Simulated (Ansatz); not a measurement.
Nb2AlC (P6₃/mmc, No. 194, 8 atoms in the cell; start mp-996162): bulk modulus B0 by level of theory

No measured value is used here.

```tsv
level (code)	value (GPa)	cell (Å³/atom)
LDA (Ansatz)	190	14.08
PBEsol (Ansatz)	183	14.33
r²SCAN (Ansatz)	184	14.55
```

LDA, PBEsol, r²SCAN: the run has no spin polarisation, so it can have missed a magnetic state. LDA, PBEsol, r²SCAN: the bulk modulus is −V dP/dV from two relaxed cells at ±2 % in volume. LDA, PBEsol, r²SCAN: the relaxation could not lower the start's symmetry, so the cell can be a saddle point above a distorted one. Each level is taken at its own relaxed cell. Cutoffs differ between the levels. Ansatz's density-functional and Hartree–Fock values are scalar-relativistic unless marked +SOC, with PAW data made under PBE.

A start named mp-… is a Materials Project structure, which need not be a measured phase.

Ansatz is a quantum-chemistry and plane-wave program.
